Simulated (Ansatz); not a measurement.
**Ansatz (a program for electronic structure) run on LuSi₂Os₂ (I4mm, 5 atoms in the cell): self-consistent single point**

Computed with PBEsol, default PAW files made with PBE (plane waves; Ansatz).

Input as run:

Ansatz 0.2 input:
```yaml
crystal:
  lattice:
    - [-2.084294, 2.084294, 4.728824]
    - [2.084294, -2.084294, 4.728824]
    - [2.084294, 2.084294, -4.728824]
  atoms:
    - { symbol: Lu, position: [0.005287, 0.005287, 0.000000] }
    - { symbol: Si, position: [0.628150, 0.628150, 0.000000] }
    - { symbol: Si, position: [0.371850, 0.371850, 0.000000] }
    - { symbol: Os, position: [0.750000, 0.250000, 0.500000] }
    - { symbol: Os, position: [0.250000, 0.750000, 0.500000] }
basis:
  ecutwfc: 420.0 eV
kpoints:
  mp_grid: { grid: [9, 9, 9] }
hamiltonian:
  xc: pbesol
  pseudopotentials: { kind: paw }
scf:
  occupations: { method: gaussian, width: 0.1 eV }
output:
  forces: true
  eigenvalues: true
  stress: true
```

The program printed (abridged):

```
WARN ansatz: RAYON_NUM_THREADS=1 ignored (pool sized by the plan → 1); use --threads N
Pseudopotentials: kind: paw
Pseudopotential: Lu, paw, valence charge 25
Pseudopotential: Si, paw, valence charge 4
Pseudopotential: Os, paw, valence charge 16
Crystal: 5 atoms, lattice volume = 82.173 Å³
Basis set: ecut = 420 eV, 1619 PW (Γ), exchange–correlation on 80×80×80 points (8 copies of the dense FFT grid, shifted against one another)
Bands: 39, of which v1, the nominal top of the filled ones, is band 33 counted from 1 (32 counted from 0)
Symmetry: 8 space group operations
Space group: I4mm (ITA 107), of the structure as read, at distance tolerance 4.3e-5 Å
k-points: 75 of 729 (time reversal used)
PAW frozen core: Lu, regenerated for the run's functional, and the local potential with it
PAW frozen core: Si, regenerated for the run's functional, and the local potential with it
PAW frozen core: Os, regenerated for the run's functional, and the local potential with it
Initial density: superposition of atomic densities (neutral atoms: chi_scale 0, normalization atom), corrected by the library's trained network
Initial wavefunctions: pseudopotential atomic-orbital guess
Eigensolver: davidson
Functional: x = pbesol(κ = 0.804, μ = 0.12345679012345678), c = pbesol(β = 0.046)
SCF iter   1: F=—  HF=-38359.999936 eV  |F-HF|=—  |Δ(HF+E_count)|=         —  Δρ=4.56e-3  dr2=1.70e-2  ethr=1.77e-3  ⟨swp⟩=7.5  Hψ=14084  notcnv=0
all-band conjugate gradients solve this SCF's bands
preconditioner: auto → Kerker (q_TF=auto, 2.624 Å⁻¹)
SCF iter   2: F=—  HF=-38359.992957 eV  |F-HF|=—  |Δ(HF+E_count)|=   6.98e-3  Δρ=2.38e-3  dr2=5.47e-3  ethr=2.62e-5  ⟨swp⟩=2.5  Hψ=6271  notcnv=0  defer=5
SCF iter   3: F=—  HF=-38359.992650 eV  |F-HF|=—  |Δ(HF+E_count)|=   3.08e-4  Δρ=1.04e-3  dr2=7.71e-4  ethr=8.41e-6  ⟨swp⟩=2.9  Hψ=6082  notcnv=0  defer=5
SCF iter   4: F=—  HF=-38359.991704 eV  |F-HF|=—  |Δ(HF+E_count)|=   9.46e-4  Δρ=4.58e-4  dr2=1.79e-4  ethr=1.19e-6  ⟨swp⟩=3.0  Hψ=6185  notcnv=0  defer=5
SCF iter   5: F=—  HF=-38359.991656 eV  |F-HF|=—  |Δ(HF+E_count)|=   4.81e-5  Δρ=1.64e-4  dr2=3.28e-5  ethr=2.76e-7  ⟨swp⟩=2.1  Hψ=4991  notcnv=0  defer=5
SCF iter   6: F=—  HF=-38359.991654 eV  |F-HF|=—  |Δ(HF+E_count)|=   2.03e-6  Δρ=4.85e-5  dr2=1.96e-6  ethr=5.04e-8  ⟨swp⟩=2.0  Hψ=4376  notcnv=0  defer=5
SCF iter   7: F=—  HF=-38359.991654 eV  |F-HF|=—  |Δ(HF+E_count)|=   2.19e-7  Δρ=1.19e-5  dr2=1.15e-7  ethr=3.02e-9  ⟨swp⟩=2.7  Hψ=5640  notcnv=0  defer=5
SCF iter   8: F=-38359.991654 eV  HF=-38359.991654 eV  |F-HF|=8.32e-9  |Δ(HF+E_count)|=   5.07e-8  Δρ=2.78e-6  dr2=1.04e-8  ethr=1.54e-10  ⟨swp⟩=12.0  Hψ=19096  notcnv=0
SCF 1 converged in 8 iterations: F = -38359.991654 eV  dr2 = 1.04e-8
SCF converged after 8 iterations
Free energy (F): -38359.991654 eV
Harris-Foulkes:  -38359.991654 eV  (|F-HF|=8.32e-9)
Internal energy: -38359.978720 eV  (E = F + TS)
E sigma→0 (E₀):  -38359.985187 eV
Entropy (-TS):   -0.012934 eV (-2.587 meV/atom)
Fermi energy:    16.771990 eV
--- Per-component energies (eV) ---
  E_band       = -228.954693
  E_kinetic    = 1636.260423
  E_local      = -9429.509955  (includes V_loc(G=0)·N_el)
  E_nonlocal   = 635.048910
  E_hartree    = 3966.989494
  E_xc         = -860.934864
  E_vxc        = -924.687104  (∫ρ·V_xc dr)
  E_paw        = -26013.565336  (= ΣΔE_a)
  E_vpaw       = -80.046461  (= ΣTr[D̂ρ^β])
  E_aug_tail   = -0.000093  (compensation charges beyond the density's cutoff)
  E_ewald      = -8296.018454
  E_core_change = 1.751155  (= ΣΔE_core)
  E_smearing   = -0.012934  (= −TS)
  E_closure    = 0.000000  (closes the sum)
  Σ components = -38359.991654   (vs F -38359.991654, Δ=0.00e0)
--- Forces (eV/Å), atoms counted from 1 ---
  atom   1  Lu    -0.00000000    -0.00000000    -0.22452918
  atom   2  Si     0.00000000    -0.00000000    -0.03164304
  atom   3  Si    -0.00000000    -0.00000000     0.09530121
  atom   4  Os    -0.00000000     0.00000000     0.08043514
  atom   5  Os     0.00000000     0.00000000     0.08043514
  max |Σ_I F_I| component: 7.26e-7 eV/Å
--- Stress (GPa, compression-positive) ---
       -4.696287       0.000000      -0.000000
        0.000000      -4.696287      -0.000000
       -0.000000      -0.000000      -2.193020
  P = ⅓ Tr σ = -3.8619 GPa (-38.619 kbar)
  The stress holds the Pulay correction. Without it, at fixed plane waves, as pw.x and ABINIT print it: P = -3.9165 GPa
--- Band table (eV; the first three rows and the last of 75) ---
  k-point 0: bands = ["-68.5884", "-68.5670", "-39.1598", "-28.2441", "-28.2441", "-28.0135", "-28.0135", "-27.9753", "-27.9220", "-9.8726", "-9.8726", "-9.7626", "5.3876", "8.9056", "10.4909", "11.9229", "11.9229", "12.0383", "12.0521", "12.0521", [...]
  k-point 1: bands = ["-68.5871", "-68.5682", "-39.1597", "-28.2479", "-28.2149", "-28.0447", "-28.0108", "-27.9720", "-27.9250", "-9.8778", "-9.8764", "-9.7622", "5.6285", "9.0198", "10.6757", "11.7797", "11.9667", "12.0375", "12.0522", "12.0577", [...]
  k-point 2: bands = ["-68.5839", "-68.5714", "-39.1593", "-28.2574", "-28.1404", "-28.1231", "-28.0040", "-27.9636", "-27.9327", "-9.8902", "-9.8860", "-9.7613", "6.2734", "9.2992", "10.6913", "11.7546", "12.0162", "12.0235", "12.0461", "12.0509", [...]
  k-point 74: bands = ["-68.5877", "-68.5676", "-39.1599", "-28.2380", "-28.2374", "-28.0211", "-28.0205", "-27.9731", "-27.9231", "-9.8758", "-9.8702", "-9.7747", "6.8288", "7.1566", "10.7111", "11.9796", "12.0029", "12.0063", "12.0438", "12.0692", [...]
```

The run converged in 8 iterations.

The starting cell comes from a database of computed structures (which also holds hypothetical and non-ambient phases and stackings), without a prior relaxation at this level. Its lattice was rescaled by up to half a per cent. One atom was moved a little off its site on purpose. Spin-orbit coupling is off. Spin polarisation is off. With a pressure of about -4 GPa the cell is away from its equilibrium volume at this level. Ansatz's pressure includes its estimate of the finite-basis (Pulay) stress.
